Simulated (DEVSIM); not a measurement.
Structure: illuminated Si n-on-p cell, one wavelength, at 300 K.

Layer 1 from the left is Si, thickness (μm) 0.0540, Nd (cm⁻³) 1.2e19, τn (s) 1.3e-6, τp (s) 8.2e-8, absorption coefficient (cm⁻¹) 39000. Layer 2 from the left is Si, thickness (μm) 240, Na (cm⁻³) 5.9e15, τn (s) 4.3e-6, τp (s) 4.3e-6, absorption coefficient (cm⁻¹) 39000.

Left contact: ohmic, minority hole recombination velocity 1e6 cm/s. Right contact: ohmic, minority electron recombination velocity 10 cm/s. Voltage is applied to the left contact. Recombination: SRH at mid-gap, radiative, Auger. Light enters at the left, 8.6e17 photons cm⁻² s⁻¹, one pass, no reflection. Mobility is μmin + (μ − μmin)/(1 + (N/Nref)^α).

Constants are typed, rounded textbook-type inputs, not results; the design itself was drawn at random and stands for no fabricated device. Values at 300 K.

Si: gap (eV) 1.124, affinity (eV) 4.05, permittivity 11.7, Nc (cm⁻³) 2.86e19, Nv (cm⁻³) 3.1e19, μn (cm²/Vs) 1417, μp (cm²/Vs) 470, μn,min 52, μp,min 45, Nref,n 9.7e16, Nref,p 2.2e17, αn 0.68, αp 0.72, B (cm³/s) 4.7e-15, Cn (cm⁶/s) 2.8e-31, Cp (cm⁶/s) 9.9e-32.

DEVSIM, 1D drift-diffusion, Boltzmann statistics, complete ionisation; no tunnelling, impact ionisation, image-force lowering or self-heating.

**Question.** What does the simulation give for the short-circuit current, the dark forward voltage at 1 A/cm²?

**Answer.** short-circuit current 128 mA/cm²; dark forward voltage at 1 A/cm² 0.691 V.
